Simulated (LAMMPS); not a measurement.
LAMMPS 22 Jul 2025, classical MD, EAM (NiAlH_jea.eam.alloy): NiAl, 11664 atoms.

```
Property                                                                                 Result
-----------------------------------------------  ----------------------------------------------
task                                                                                    MD, nve
potential                                                              EAM, NiAlH_jea.eam.alloy
copies of the repeat unit                                                              18×18×18
shape (slab and sphere leave vacuum in the box)                                            bulk
steps                                                                                      2000
timestep                                                                                   2 fs
thermo                                                                                       50
newton                                                                             on (default)
atom_modify sort (bins of 2 Å where set)                                         1000 (default)
comm_style                                                                      brick (default)
box                                                                        52.0 × 52.0 × 52.0 Å
start                                            generated B2 lattice, warmed in an untimed run
```

All runs start from one configuration, warmed at this fixed volume for 1000 steps under a thermostat at 600 K. The run at a skin of 2 Å has a mean temperature of 606 K and a mean pressure of -0.0 GPa.

Single runs; times are not shown.

With neigh_modify every 1 delay 0 check yes, skins of 0.1, 0.3, 0.5, 1, 1.5, 2, 3 Å were run. Further schedules:
- skin 2 Å, every 100 delay 0 check no
- skin 1 Å, every 1 delay 10 check yes
- skin 1 Å, every 100 delay 0 check no
- skin 0.3 Å, every 1 delay 10 check yes
- skin 0.3 Å, every 10 delay 0 check yes
- skin 2 Å, every 1 delay 10 check yes
- skin 2 Å, every 10 delay 0 check yes

A schedule rebuilds too seldom if it shows a dangerous build, rebuilds less often than the check at every step does at that skin, or fails.

Q: How often does the distance check rebuild the lists at each skin, and which schedules rebuild too seldom?

A: With the check at every step the rebuilds are 1002 at 0.1 Å, 473 at 0.3 Å, 287 at 0.5 Å, 132 at 1 Å, 50 at 1.5 Å, 0 at 2 Å, 0 at 3 Å. Too seldom: skin 1 Å, every 100 delay 0 check no; skin 0.3 Å, every 1 delay 10 check yes; skin 0.3 Å, every 10 delay 0 check yes.

```csv
setting,rebuilds,dangerous builds,list entries an atom,change of the total energy (meV/atom)
"skin 0.1 Å, every 1 delay 0 check yes",1002,—,30.3,−0.0019
"skin 0.3 Å, every 1 delay 0 check yes",473,—,31.7,−0.0019
"skin 0.5 Å, every 1 delay 0 check yes",287,—,33.9,−0.0019
"skin 1 Å, every 1 delay 0 check yes",132,—,54.9,−0.0019
"skin 1.5 Å, every 1 delay 0 check yes",50,—,64.5,−0.0019
"skin 2 Å, every 1 delay 0 check yes",0,—,81.5,−0.0019
"skin 3 Å, every 1 delay 0 check yes",0,—,115,−0.0019
"skin 2 Å, every 100 delay 0 check no",20,not counted,81.6,−0.0019
"skin 1 Å, every 1 delay 10 check yes",132,0,54.9,−0.0019
"skin 1 Å, every 100 delay 0 check no",20,not counted,54.8,−0.0019
"skin 0.3 Å, every 1 delay 10 check yes",200,200,31.7,−0.0021
"skin 0.3 Å, every 10 delay 0 check yes",200,200,31.7,−0.0021
"skin 2 Å, every 1 delay 10 check yes",0,0,81.5,−0.0019
"skin 2 Å, every 10 delay 0 check yes",0,0,81.5,−0.0019
```

Where the energy changes as in the checked runs, the late rebuilds cost nothing that shows in this run. List entries are as LAMMPS prints them (Ave neighs/atom).
